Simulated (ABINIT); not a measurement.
Worked example: self-consistent single point of FeAs2 (P1, 6 atoms in the cell) in ABINIT.

Level of theory: LDA (PW92), PAW (JTH v2.0 LDA PAW) (plane waves; ABINIT).

The change in words: lattice scaled by 0.98. Reference geometry:
```
FeAs2
1.0
    5.24610     0.00000     0.00000
    0.00000     5.96022     0.00000
    0.00000     0.00000     2.87388
Fe As
2 4
Direct
  0.00479   0.99521   0.00285
  0.48401   0.49974   0.49724
  0.18626   0.36282   0.98356
  0.82684   0.63988   0.00411
  0.67441   0.14630   0.49333
  0.32370   0.85606   0.51892
```

Reference input (self-consistent single point, DFT, LDA (PW92), plane waves, PAW (JTH v2.0 LDA PAW)): pseudos = [Fe.LDA_PW-JTH.xml, As.LDA_PW-JTH.xml]; ecut = 30 Ha; pawecutdg = 60 Ha; pawxcdev = 0; occopt = 3; tsmear = 0.01 eV; ngkpt = 3 3 5; nshiftk = 1; shiftk = 0 0 0; potentials = JTH v2.0 LDA PAW; nband = 58; kptopt = 1. This run's input differs from it in these lines:

```diff
@@ -3,3 +3,3 @@
 pseudos "Fe.LDA_PW-JTH.xml, As.LDA_PW-JTH.xml"
-acell 9.9136922224 11.2631834425 5.4308461150
+acell 9.7154183780 11.0379205296 5.3222284368
 rprim
@@ -13,8 +13,8 @@
 xcart
-         0.0251235729    5.9316407451    0.0082049274
-         2.5391386305    2.9785603428    1.4290167128
-         0.9771228477    2.1624929806    2.8266219173
-         4.3376853240    3.8138017327    0.0117972774
-         3.5380432854    0.8719742258    1.4177597249
-         1.6981363395    5.1022940128    1.4913023141
+         0.0246211014    5.8130083283    0.0080408277
+         2.4883558579    2.9189893358    1.4004361797
+         0.9575803907    2.1192432661    2.7700890855
+         4.2509316175    3.7375259540    0.0115613302
+         3.4672824197    0.8545347998    1.3894043331
+         1.6641736127    5.0002484749    1.4614760602
       Angstrom
@@ -22,2 +22,3 @@
 pawecutdg 60 Ha
+pawovlp -1
 pawxcdev 0
```

Output (repeated stretches shortened):

```
--- !BeginCycle
solver: {iscf: 17, nstep: 50, nline: 4, wfoptalg: 10, }
tolerances: {tolvrs: 1.00E-12, }
...

     iter   Etot(hartree)      deltaE(h)  residm     nres2
 ETOT  1  -686.29800001590    -6.863E+02 6.315E+01 4.063E+02
 ETOT  2  -714.11139275782    -2.781E+01 5.781E-01 3.423E+03
 ETOT  3  -706.62985400382     7.482E+00 3.242E-01 7.598E+02
 ETOT  4  -705.76532016697     8.645E-01 1.540E-01 3.971E+01
 ETOT  5  -705.84312025172    -7.780E-02 7.083E-02 5.436E+01
   [... 26 lines left out ...]
 ETOT 32  -705.73857570159    -2.274E-13 5.368E-05 1.026E-11
 ETOT 33  -705.73857570159    -3.070E-12 3.244E-05 4.434E-12
 ETOT 34  -705.73857570159    -2.274E-13 4.213E-05 1.012E-12
 ETOT 35  -705.73857570159     3.752E-12 2.512E-05 2.155E-13
 At SCF step   35       nres2   =  2.16E-13 < tolvrs=  1.00E-12 =>converged.

 Cartesian components of stress tensor (hartree/bohr^3)
  sigma(1 1)= -1.56728982E-04  sigma(3 2)=  1.08213959E-06
  sigma(2 2)= -9.82177686E-05  sigma(3 1)=  3.52800000E-05
  sigma(3 3)= -1.00956511E-04  sigma(2 1)= -1.46249963E-06

 ----iterations are completed or convergence reached----

 reduced coordinates (array xred) for    6 atoms
       0.004789000013      0.995205004350      0.002855000009
       0.484005002115      0.499740002176      0.497243002183
       0.186257000804      0.362821001578      0.983556004304
       0.826840003606      0.639876002792      0.004105000014
       0.674414002946      0.146299000642      0.493326002178
       0.323695001411      0.856058003734      0.518916002261
 cartesian forces (eV/Angstrom) at end:
   [... lines left out ...]
 Fermi (or HOMO) energy (hartree) =   0.34089   Average Vxc (hartree)=  -0.43374
   [... lines left out ...]
'-kT*entropy'       : -4.12054154136115E-12
total_energy        : -7.05738575685842E+02
total_energy_eV     : -1.92041232877971E+04
...

-Cartesian components of stress tensor (GPa)         [Pressure=  3.4903E+00 GPa]
- sigma(1 1)= -4.61112509E+00  sigma(3 2)=  3.18376404E-02
- sigma(2 2)= -2.88966603E+00  sigma(3 1)=  1.03797326E+00
- sigma(3 3)= -2.97024260E+00  sigma(2 1)= -4.30282173E-02

 Calculation completed.
```

The run converged in 35 iterations. Against the reference run the free energy drops by 8.6 meV/atom, the pressure goes from -6.43 to 3.49 GPa, the largest force goes from 1.688 to 2.097 eV/Å and the gap on the mesh goes from 0.347 to 0.400 eV.

The starting cell comes from a database of computed structures (which also holds hypothetical and non-ambient phases and stackings), without a prior relaxation at this level. Its atoms were displaced at random from the sites of space group no. 58. For this run, on top of that: lattice scaled by 0.98. With a pressure of about 3 GPa the cell is away from its equilibrium volume at this level. Forces in this geometry exceed 1 eV/Å.

Cost on one core of a shared machine: roughly 9 min.
